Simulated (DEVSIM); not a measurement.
System: abrupt In0.53Ga0.47As n-p junction, at 300 K.

```tsv
layer (left to right)	material	thickness (μm)	Nd (cm⁻³)	Na (cm⁻³)	τn (s)	τp (s)
1	In0.53Ga0.47As	1.60	2.4e16	-	2.2e-9	2.2e-9
2	In0.53Ga0.47As	1.20	-	2.4e17	2.2e-9	2.2e-9
```

Left contact: ohmic. Right contact: ohmic. Voltage is applied to the left contact. Recombination: SRH at mid-gap, radiative. Mobility is constant in doping.

This is a model device: material constants are rounded textbook-type values typed into the input, and sizes, dopings and lifetimes were drawn at random. Values at 300 K; Nc and Nv go as T^1.5, mobilities as T to minus their exponent, the gap by Varshni's rule with the affinity fixed.

| parameter | In0.53Ga0.47As |
|---|---|
| gap (eV) | 0.74 |
| affinity (eV) | 4.51 |
| permittivity | 13.9 |
| Nc (cm⁻³) | 2.1e17 |
| Nv (cm⁻³) | 7.7e18 |
| μn (cm²/Vs) | 12000 |
| μp (cm²/Vs) | 300 |
| T exponent of μn | 1.6 |
| T exponent of μp | 1.6 |
| B (cm³/s) | 9.6e-11 |
| Varshni α (eV/K) | 0.00035 |
| Varshni β (K) | 190 |

DEVSIM, 1D drift-diffusion, Boltzmann statistics, complete ionisation; no tunnelling, impact ionisation, image-force lowering or self-heating.

The temperature was swept, all else fixed.

```
temperature (K)  potential step across the device at zero bias (V)  dark forward voltage at 100 A/cm² (V)  largest field in the device at zero bias (V/cm)
---------------  -------------------------------------------------  -------------------------------------  -----------------------------------------------
250                                                          0.645                                  0.539                                            59000
300                                                          0.594                                  0.469                                            56000
350                                                          0.541                                  0.398                                            54000
400                                                          0.485                                  0.324                                            51000
450                                                          0.428                                      ?                                            49000
500                                                          0.369                                  0.174                                            46000
```

Problem. Complete the blanks.

Solution. 
- 450, dark forward voltage at 100 A/cm² (V): 0.249
